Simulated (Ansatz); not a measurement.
Functionals compared on CH3 on the 1x1 (0001) surface of hcp Zr, one in a 2x2 cell, started at the site 'hollow Zr-Zr-Zr over Zr at depth 2.4 Å', in Ansatz (plane waves, PAW). The structure was relaxed with PBE; the other rows are single points on it, each with its references at the same level. Cutoff 420 eV (500 eV for r2SCAN).

Model: 20-atom slab, 7.6 Å thick at the start under the adsorbate (thin: gaps and levels are the slab's own), 5x5x1 mesh, Fermi-Dirac 0.1 eV, dipole correction, 8 atoms held, the rest relaxed; start symmetry kept, larger cells not searched; no spin, no spin-orbit, no U, no dispersion correction. At the end it is bonded to 3 Zr. In PBE it is, or lies within 0.03 eV of, the lowest of the starts that converged. These notes are the PBE run's. Adsorption energies are against CH4(g) − ½ H2(g). A negative adsorption energy means that the adsorbate is more stable on the surface than in its reference.

```csv
functional,adsorption energy (eV),work function of the top face (eV),change of the work function (eV),rough cost of the single point
PBE,-0.21,3.52,-0.64,–
RPBE,-0.01,3.41,-0.63,about 50 core-seconds (a rough figure)
r2SCAN,-0.44,3.51,-0.73,around 110 core-seconds (rough)
```

Ansatz is a program for electronic structure.
